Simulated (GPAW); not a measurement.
## Input and output of a self-consistent single point for KTaO₃ (Pm-3m, 5 atoms in the cell) (GPAW)

Method of the run: PBE, GPAW PAW datasets PBE (gpaw-data 1.0.1) (plane waves; GPAW).

Input as run:

```python
from ase import Atoms
from ase.units import GPa
from gpaw import GPAW

atoms = Atoms(['K', 'Ta', 'O', 'O', 'O'],
              cell=[[4.076775, 0.000000, 0.000000],
                    [0.000000, 4.076775, 0.000000],
                    [0.000000, 0.000000, 4.076775]],
              positions=[[2.038387, 2.038387, 2.038387],
                         [0.000000, 0.000000, 0.000000],
                         [0.000000, 2.038387, 0.000000],
                         [2.038387, 0.000000, 0.000000],
                         [0.000000, 0.000000, 2.038387]],
              pbc=True)

calc = GPAW(mode={'name': 'pw', 'ecut': 950},
            xc='PBE',
            kpts={'size': (6, 6, 6), 'gamma': True},
            occupations={'name': 'fermi-dirac', 'width': 0.0},
            nbands=-4,
            convergence={'density': 1e-05, 'energy': 1e-05, 'bands': -2},
            symmetry={'symmorphic': False, 'tolerance': 0.0005},
            maxiter=100,
            txt='-')

atoms.calc = calc

energy = atoms.get_potential_energy()
print('Energy (eV):', round(energy, 6))
forces = atoms.get_forces()
print('Forces (eV/Ang):')
print(forces.round(5))
stress = atoms.get_stress()
print('Stress (GPa, Voigt):', (stress / GPa).round(4))
```

Output (repeated stretches shortened):

```
Input parameters:
  convergence: {bands: -2,
                density: 1e-05,
                energy: 1e-05}
  kpts: {gamma: True,
         size: (6, 6, 6)}
  maxiter: 100
  mode: {ecut: 950,
         name: pw}
  nbands: -4
  occupations: {name: fermi-dirac,
                width: 0.0}
  symmetry: {symmorphic: False,
             tolerance: 0.0005}
  xc: PBE

species:
  K:
    name: Potassium
    Z: 19.0
    valence: 9
    core: 10
    charge: 0.0
    file: K.PBE.gz

    # Using partial waves for K as LCAO basis

  Ta:
    name: Tantalum
    Z: 73.0
    valence: 13
    core: 60
    charge: 0.0
    file: Ta.PBE.gz

    # Using partial waves for Ta as LCAO basis

  O:
    name: Oxygen
    Z: 8.0
    valence: 6
    core: 2
    charge: 0.0
    file: O.PBE.gz

    # Using partial waves for O as LCAO basis

Reference energy: -446677.251523  # eV

Spin-paired calculation

Convergence criteria:
 Maximum [total energy] change in last 3 cyles: 1e-05 eV / valence electron
 Maximum integral of absolute [dens]ity change: 1e-05 electrons / valence electron
 Maximum integral of absolute [eigenst]ate change: 4e-08 eV^2 / valence electron
 Maximum number of scf [iter]ations: 100

Symmetries present (total): 48
Symmetries with fractional translations: 0
216 k-points: 6 x 6 x 6 Monkhorst-Pack grid + [1/12,1/12,1/12]
20 k-points in the irreducible part of the Brillouin zone
       k-points in crystal coordinates                weights
   0:     0.00000000    0.00000000    0.00000000          1/216
   1:     0.16666667    0.00000000    0.00000000          6/216
   2:     0.16666667    0.16666667    0.00000000         12/216
   [... 7 lines left out ...]
          ...
  19:     0.50000000    0.50000000    0.50000000          1/216

Wave functions: Plane wave expansion
  Cutoff energy: 950.000 eV
  Number of coefficients (min, max): 4457, 4632
  Pulay-stress correction: 0.000000 eV/Ang^3 (de/decut=0.000000)

Occupation numbers: # Zero width

Eigensolver

Densities:
  Coarse grid: 30*30*30 grid
  Fine grid: 60*60*60 grid
  Total Charge: 0.000000

Density mixing:
  Method: separate
  Backend: pulay
  Linear mixing parameter: 0.05
  old densities: 5
  Damping of long wavelength oscillations: 50

Hamiltonian:
  XC and Coulomb potentials evaluated on a 60*60*60 grid
  External potential:
    NoExternalPotential

XC parameters: PBE with 2 nearest neighbor stencil

Number of atoms: 5
Number of atomic orbitals: 30
Number of bands in calculation: 24
Number of valence electrons: 40
Bands to converge: 22

Density initialized from atomic densities
  24 bands from LCAO basis set

Atomic positions and initial magnetic moments

Positions:
   0 K      2.038387    2.038387    2.038387    ( 0.0000,  0.0000,  0.0000)
   1 Ta     0.000000    0.000000    0.000000    ( 0.0000,  0.0000,  0.0000)
   2 O      0.000000    2.038387    0.000000    ( 0.0000,  0.0000,  0.0000)
   3 O      2.038387    0.000000    0.000000    ( 0.0000,  0.0000,  0.0000)
   4 O      0.000000    0.000000    2.038387    ( 0.0000,  0.0000,  0.0000)

Unit cell:
           periodic     x           y           z      points  spacing
  1. axis:    yes    4.076775    0.000000    0.000000    30     0.1359
  2. axis:    yes    0.000000    4.076775    0.000000    30     0.1359
  3. axis:    yes    0.000000    0.000000    4.076775    30     0.1359

  Lengths:   4.076775   4.076775   4.076775
  Angles:   90.000000  90.000000  90.000000

Effective grid spacing dv^(1/3) = 0.1359

     iter     time        total  log10-change:
                         energy   eigst   dens
iter:   1 --:--:--   -45.615250   +0.37
iter:   2 --:--:--   -43.928120   -0.68  -0.94
iter:   3 --:--:--   -39.827057   +0.12  -1.00
iter:   4 --:--:--   -40.132243   -1.22  -1.38
iter:   5 --:--:--   -40.070622   -1.49  -1.38
iter:   6 --:--:--   -39.975192   -0.86  -1.66
   [... 3 lines left out ...]
iter:  10 --:--:--   -39.955610   -4.16  -2.30
iter:  11 --:--:--   -39.940554   -2.41  -2.28
iter:  12 --:--:--   -39.941135   -2.71  -2.84
iter:  13 --:--:--   -39.940358   -4.03  -2.92
iter:  14 --:--:--   -39.940301   -4.58  -3.35
iter:  15 --:--:--   -39.940299c  -5.17  -3.60
iter:  16 --:--:--   -39.940298c  -5.85  -3.69
iter:  17 --:--:--   -39.940315c  -4.96  -3.70
iter:  18 --:--:--   -39.940282c  -5.48  -3.56
iter:  19 --:--:--   -39.940284c  -6.96  -4.06
iter:  20 --:--:--   -39.940281c  -6.31  -4.03
iter:  21 --:--:--   -39.940281c  -6.88  -4.30
iter:  22 --:--:--   -39.940281c  -6.70  -4.33
iter:  23 --:--:--   -39.940280c  -6.65  -4.35
iter:  24 --:--:--   -39.940280c  -8.06c -5.02c

Converged after 24 iterations.

Dipole moment: (-0.000006, -0.000006, -0.000006) |e|*Ang

Energy contributions relative to reference atoms: (reference = -446677.251523)

Kinetic:        +17.703851
Potential:      -25.111257
External:        +0.000000
XC:             -32.603971
Entropy (-ST):   +0.000000
Local:           +0.071097
SIC:             +0.000000
--------------------------
Free energy:    -39.940280
Extrapolated:   -39.940280

Showing only first 2 kpts
 Kpt  Band  Eigenvalues  Occupancy
  0    18      4.10428    2.00000
  0    19      4.10428    2.00000
  0    20      6.78507    0.00000
  0    21      6.78507    0.00000

  1    18      4.00544    2.00000
  1    19      4.00544    2.00000
  1    20      6.81624    0.00000
  1    21      7.50590    0.00000

Fermi level: 5.76798

Gap: 2.034 eV
Transition (v -> c):
  (s=0, k=19, n=19, [0.50, 0.50, 0.50]) -> (s=0, k=0, n=20, [0.00, 0.00, 0.00])
Direct/indirect transitions are different
Direct gap: 2.681 eV
Transition at: (s=0, k=0, n=19, [0.00, 0.00, 0.00])
Energy (eV): -39.94028

Forces in eV/Ang:
  0 K    -0.00000    0.00000   -0.00000
  1 Ta    0.00000    0.00000    0.00000
  2 O     0.00000    0.00000    0.00000
  3 O     0.00000    0.00000    0.00000
  4 O     0.00000   -0.00000    0.00000

Stress tensor:
     0.037654    -0.000000     0.000000
    -0.000000     0.037654     0.000000
     0.000000     0.000000     0.037654
Stress (GPa, Voigt): [ 6.0329  6.0329  6.0329  0.      0.     -0.    ]
```

The run converged in 24 iterations. GPAW prints stress with tension positive.

At such cutoffs GPAW's stress carries a finite-basis (Pulay) error, which enters relaxed cells too; its log prints stress with tension positive.

The starting cell comes from a database of computed structures (which also holds hypothetical and non-ambient phases and stackings), without a prior relaxation at this level. Its lattice was rescaled by a random factor within 2.5 % of one. Spin-orbit coupling is off.

Cost on one core of a shared machine: roughly 50 s.
